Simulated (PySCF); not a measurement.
PySCF 2.14.0, BP86/def2-svp, df: Be(Br)(OH) ([OH][Be][Br]), 4 atoms. The geometry is a generated start, not checked to be a minimum at this level.

```
Quantity                       Value
-------------------  ---------------
task                          energy
method                          bp86
basis                       def2-svp
two-electron scheme  density fitting
mol.max_memory               3000 MB
mf.max_cycle                     100
mf.conv_tol          1e-09 (default)
mf.grids.level           3 (default)
basis functions                   60
grid points                    58040
```

```xyz
4

Be    -0.0072     0.3393    -0.2657
Br    -0.2188     1.8754    -1.4559
O      0.0949    -0.7398     0.5674
H      0.1311    -1.4749     1.1542
```

With the defaults (mf.DIIS = CDIIS, mf.diis = true, mf.init_guess = minao, mf.diis_space = 8, mf.damp = 0, mf.diis_start_cycle = 1, newton = off) it converges in 12 Fock builds. One run each on 2 threads, 1 BLAS thread, with these changes:
- mf.damp = 0.7, mf.diis_start_cycle = 8
- mf.diis = false
- mf.init_guess = sap
- mf.DIIS = EDIIS
- mf.diis_space = 20
- mf.diis_space = 3
- newton = Hessian by the SCF's own integrals
- mf.damp = 0.3, mf.diis_start_cycle = 4
- mf.init_guess = atom

### Question
Name the settings that don't reach the solution of the defaults.

### Answer
No convergence: mf.DIIS = EDIIS; mf.diis = false (the run ends without SCF convergence in 100 cycles). The rest reach the solution of the defaults.

```
setting                                      Fock builds             end
-------------------------------------------  -----------  --------------
the defaults                                          12   same solution
mf.init_guess = atom                                  12   same solution
mf.diis_space = 20                                    12   same solution
mf.damp = 0.7, mf.diis_start_cycle = 8                14   same solution
mf.init_guess = sap                                   14   same solution
mf.diis_space = 3                                     16   same solution
mf.damp = 0.3, mf.diis_start_cycle = 4                17   same solution
newton = Hessian by the SCF's own integrals           33   same solution
mf.DIIS = EDIIS                                      101  no convergence
mf.diis = false                                      101  no convergence
```

Under newton the count holds the products with the orbital Hessian.
